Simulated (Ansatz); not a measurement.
Functionals compared on F on the 1x1 (101) surface of anatase TiO2 (cut with top plane O), one in a 2x1 cell, started at the site 'over Ti at depth 1.4 Å', in Ansatz (plane waves, PAW). The structure was relaxed with PBE; the other rows are single points on it, each with its references at the same level. Cutoff 420 eV (500 eV for r2SCAN). The points keep PBE's geometry, so the relaxation of a polaron and the settling of charge on one site are left out.

Host crystal: anatase TiO2, with a band gap (PBE, scalar-relativistic without spin-orbit coupling).

Slab: 37 atoms, 9.4 Å thick at the start under the adsorbate (thin: gaps and levels are the slab's own); k 3x4x1, smearing 0.01 eV, dipole-corrected; 14 atoms held, the rest relaxed; no symmetry held; spin-polarised, ending with about 1.0 μB a cell, a value that depends on the mesh; orders that need a larger cell were not tried, no spin-orbit, no U, no dispersion correction. The slab shows no gap over 0.04 eV on its mesh. At the end it is bonded to Ti. In PBE it is, or lies within 0.03 eV of, the lowest of the starts that converged. These notes are the PBE run's. RPBE: The program's check for a lower electronic state was not made. r2SCAN: The program's check for a lower electronic state was not made. Adsorption energies are against ½ F2(g). A negative adsorption energy means that the adsorbate is more stable on the surface than in its reference.

```json
[
 {"functional": "PBE", "adsorption energy (eV)": "-0.80", "work function of the top face (eV)": "8.58", "rough cost of the single point": "–"},
 {"functional": "RPBE", "adsorption energy (eV)": "-0.71", "work function of the top face (eV)": "8.44", "rough cost of the single point": "roughly 7 core-minutes"},
 {"functional": "r2SCAN", "adsorption energy (eV)": "___", "work function of the top face (eV)": "___", "rough cost of the single point": "roughly 13 core-minutes"}
]
```

Task: Complete the blanks.

Result: 
- r2SCAN, adsorption energy (eV): -0.77
- r2SCAN, work function of the top face (eV): 8.94

Ansatz is an electronic-structure program.
